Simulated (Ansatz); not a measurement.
System: LiH (model structure, within 0.1 Å of P6₃/mmc, No. 194, 4 atoms in the cell). Method: r²SCAN (Ansatz, a quantum-chemistry and plane-wave program, plane waves, PAW).

Settings: plane-wave cutoff 560 eV, 12×12×8 k mesh (along the axes of the cell as run), Fermi–Dirac smearing 0.01 eV, scalar-relativistic PAW data made under PBE.

Cell (relaxed at this level):

LiH is taken in the hexagonal space group P6₃/mmc (No. 194), Pearson symbol hP4. Cell: a = 3.256 Å, b = 3.256 Å, c = 4.065 Å, α = 90.00°, β = 90.00°, γ = 120.00°. Li on 2c has 3 H at 1.880 Å and 2 H at 2.032 Å (trigonal bipyramidal). H on 2d is surrounded by 3 Li at 1.880 Å and 2 Li at 2.032 Å (trigonal bipyramidal). (Neighbours: up to the widest gap in distance over summed covalent radii, below 1.35, at either atom; cation-cation and far metal-metal contacts left out.)

Estimate the band gap and bulk modulus that the calculation returns.


- band gap = 2.33 eV (on the SCF k mesh)
- bulk modulus = 30.0 GPa

Note: the bulk modulus is −V dP/dV from two relaxed cells at ±2 % in volume.

Computed values are for the static lattice.

Cost on a shared machine: about 100 core-seconds (a rough figure).

A model structure was made by putting elements into a prototype or built by hand; it is no filed structure, need not be a known phase, and can be a saddle point held by its symmetry.
